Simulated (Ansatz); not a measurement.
Base system: BeS in the zinc blende structure (space group F-43m, No. 216; a = 4.868 Å). Axes: x, y, z lie along the cube axes.

Method: r2SCAN (Ansatz, a first-principles code, PAW, spin-orbit coupling left out), earlier PAW set.

Before the change:

| Property | Value |
|---|---|
| Band gap | 3.59 eV |
| Valence-band top at Γ | 0.00, 0.00, 0.00 eV |

Now apply this change: uniaxial strain ε_xx = −1.09 %, all other strain components held at zero, atoms relaxed at fixed cell.

Question: What happens to the band gap, energy relative to the base, valence-band top at Γ, hole mass and stress?

Answer: The band gap falls by 0.12 eV (3.59 eV → 3.47 eV); the energy rises by 0.9 meV/atom; the valence-band top at Γ (three highest levels, from the VBM) changes from 0.00, 0.00, 0.00 eV to 0.00, -0.06, -0.06 eV; the hole mass amounts to 0.34 mₑ along x, 0.55 mₑ across (at Γ); the stress (xx, yy, zz, yz, xz, xy; compression positive) is (1.82, 0.73, 0.73, 0.00, 0.00, 0.00) GPa.

Effective masses come from finite differences of ±0.01 Å⁻¹. Stability against distortions was not tested.
